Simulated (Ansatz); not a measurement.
# Hypothetical P4_2/mnm ZnS: response to strain

The parent structure is ZnS (space group P4_2/mnm, No. 136; a = 6.518 Å, c = 3.808 Å; a hypothetical phase, not in the database extracts checked). Axes: x, y, z lie along a, b, c of the conventional cell.

Strains are applied to the cell and any free atomic positions relax; under biaxial strain the out-of-plane vector relaxes too; under stress the whole cell relaxes.

Level of theory: PBEsol (Ansatz, a program for electronic structure), no spin-orbit coupling.

```csv
case,space group,shortest interatomic distance,band gap,electron mass
base,P4_2/mnm (No. 136),4.335 bohr,2.24 eV,"0.17 mₑ along c, 0.19 mₑ across (at Γ)"
"biaxial strain +1.19 %, plane normal [001], relaxed out of plane",P4_2/mnm (No. 136),4.348 bohr,2.14 eV,"0.17 mₑ out of plane, 0.19 mₑ in plane (at Γ)"
"biaxial strain +1.74 %, plane normal [001], relaxed out of plane",P4_2/mnm (No. 136),4.355 bohr,2.08 eV,"0.17 mₑ out of plane, 0.18 mₑ in plane (at Γ)"
"uniaxial stress, 2 GPa tension along x",Pnnm (No. 58),4.347 bohr,2.16 eV,"0.20 mₑ along y, 0.17 mₑ across (at Γ)"
tensor shear ε_xz = +0.68 %,P2_1/c (No. 14),4.332 bohr,2.22 eV,"0.17 mₑ along z, 0.19 mₑ across (at Γ)"
```

Effective masses come from finite differences of ±0.01 Å⁻¹. Beyond what the load breaks, stability against distortions was not tested.
